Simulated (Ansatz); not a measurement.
What isotropic strain −3.00 % does to TiAl

Base system: TiAl (space group P4/mmm, No. 123; a = 2.7963 Å, c = 4.0381 Å; relaxed with 0.1 eV smearing).

One thing is altered: the cell is scaled by 0.9700 in all directions, atoms relaxed at fixed cell.

Level of theory: Ansatz (a program for electronic structure) PBEsol, without spin-orbit coupling. Settings: 21×21×14 k-points, 0.1 eV Fermi–Dirac smearing.

| quantity | base | changed | shift |
|---|---|---|---|
| volume per atom | 15.79 Å³ | 14.41 Å³ | -1.38 Å³ |
| space group | P4/mmm (No. 123) | P4/mmm (No. 123) | – |
| shortest interatomic distance | 2.796 Å | 2.712 Å | -0.084 Å |
| energy relative to the base (free energy F) | 0 meV/atom | +52 meV/atom | +52 meV/atom |
| band gap | zero | zero | – |

Stability against distortions was not tested. All final runs are without spin polarisation.
